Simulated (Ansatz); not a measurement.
**A computed series for Nb: pressure series**

The reference is Nb in the bcc (W type) structure (space group Im-3m, No. 229).

```
Nb
1.0
   -1.65478     1.65478     1.65478
    1.65478    -1.65478     1.65478
    1.65478     1.65478    -1.65478
Nb
1
Direct
  0.00000   0.00000   0.00000
```

Cell and atoms are relaxed at each pressure.

Method: PBE (Ansatz, an electronic-structure program), spin-orbit coupling left out, earlier PAW set.

Notes on the quantities. enthalpy: H = E + PV relative to the base's energy.

```csv
change,enthalpy,lattice parameter a
base,–,3.310 Å
pressure −2 GPa,-0.23 eV/atom,3.323 Å
pressure −1 GPa,-0.11 eV/atom,3.316 Å
pressure 3 GPa,+0.34 eV/atom,3.291 Å
pressure 7 GPa,+0.78 eV/atom,3.268 Å
pressure 15 GPa,+1.63 eV/atom,3.226 Å
pressure 30 GPa,+3.15 eV/atom,3.163 Å
pressure 50 GPa,+5.06 eV/atom,…
pressure 75 GPa,+7.30 eV/atom,3.024 Å
pressure 100 GPa,+9.39 eV/atom,2.966 Å
```

Problem. Fill in the withheld entries from the trend.

Solution. 
- pressure 50 GPa, lattice parameter a: 3.094 Å

Load acts through the strain it causes; cell and atoms are relaxed under it. Whether these cells are dynamically stable was not tested. No other phases were tried under pressure. The final runs are not spin-polarised.
